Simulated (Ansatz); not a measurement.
Functionals compared on the (100) surface of rock-salt TiC, Sc on all Ti sites of the second plane (bottom of the slab: a bare face, its two planes held), in Ansatz (plane waves, PAW). The structure was relaxed with PBE; the other rows are single points on it. Cutoff 420 eV (500 eV for r2SCAN).

Slab: 12 atoms, 11.0 Å thick at the start with caps and adatoms (thin: gaps and levels are the slab's own); k 12x12x1, smearing 0.1 eV, dipole-corrected; 4 atoms held, the rest relaxed; symmetry of the start imposed; no spin, no spin-orbit, no U. In PBE it lies 0.40 eV a 1x1 cell over the lowest computed structure of the same composition (Sc on all Ti sites of the top plane). These notes are the PBE run's.

| functional | work function of the top face (eV) | rough cost of the single point |
|---|---|---|
| PBE | 5.07 | – |
| RPBE | … | around 21 core-seconds (rough) |
| r2SCAN | 5.22 | around 50 core-seconds (rough) |

### Question
Some entries are withheld; supply them.

### Answer

- RPBE, work function of the top face (eV): 4.92

Ansatz is a program for electronic structure.
